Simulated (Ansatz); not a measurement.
## HfO2, pressure series

Take HfO2 (space group P4_2/nmc, No. 137) as the base.

```
HfO2
1.0
    3.57698     0.00000     0.00000
    0.00000     3.57698     0.00000
    0.00000     0.00000     5.20360
Hf O
2 4
Direct
  0.00000   0.00000   0.00000
  0.50000   0.50000   0.50000
  0.00000   0.50000   0.19607
  0.00000   0.50000   0.69607
  0.50000   0.00000   0.30393
  0.50000   0.00000   0.80393
```

Cell and atoms are relaxed at each pressure.

Calculations: r2SCAN in Ansatz (plane waves to 500 eV, PAW, spin-orbit coupling left out), earlier PAW set.

Candidates:
(a) pressure 7.5 GPa
(b) pressure −2 GPa
(c) pressure 0.3 GPa

Base values:

The c/a ratio comes out as 1.455.

Order them by c/a ratio, highest first.

(b) pressure −2 GPa (1.459), (c) pressure 0.3 GPa (1.454), (a) pressure 7.5 GPa (1.443)

Load acts through the strain it causes; cell and atoms are relaxed under it. Stability against distortions was not tested. No other phases were tried under pressure. This is not the structure that HfO2 has at room temperature and ambient pressure.

Ansatz is a quantum-chemistry and plane-wave program.
